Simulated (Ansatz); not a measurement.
The starting structures come from a database of crystals and need not be the phases stable at ambient conditions.

The decay constant κ of evanescent states in the gap governs leakage through a thin film.

Given:

```yaml
crystal:
  lattice:
    - [8.24654, 0.00000, 0.00000]
    - [4.12327, 8.08694, 0.00000]
    - [4.12327, -0.70077, 2.27509]
  atoms:
    - { symbol: Ca, position: [0.00000, 0.00000, 0.00000] }
    - { symbol: Mg, position: [0.96099, 0.37234, 0.37234] }
    - { symbol: Mg, position: [0.03901, 0.62766, 0.62766] }
    - { symbol: Bi, position: [0.42485, 0.24182, 0.24182] }
    - { symbol: Bi, position: [0.57515, 0.75818, 0.75818] }
```

Space group of this cell: P-3m1. The cell is taken as given; by PBEsol its mean pressure is -0.9 GPa.

Transport runs along the normal of the first two printed cell vectors, the (111) plane of the conventional cell.

The gap is the functional's own, uncorrected, and κ follows it; spin-orbit coupling is left out. Mid-gap values are interpolated between the computed energies.

Problem. Give the band gap and the smallest decay constant κ at mid-gap that PBEsol (Ansatz, a program for electronic structure) yields.

Solution. Gap 0.45 eV on a 14×14×14 mesh; κ = 0.034 1/Å, at the zone centre.
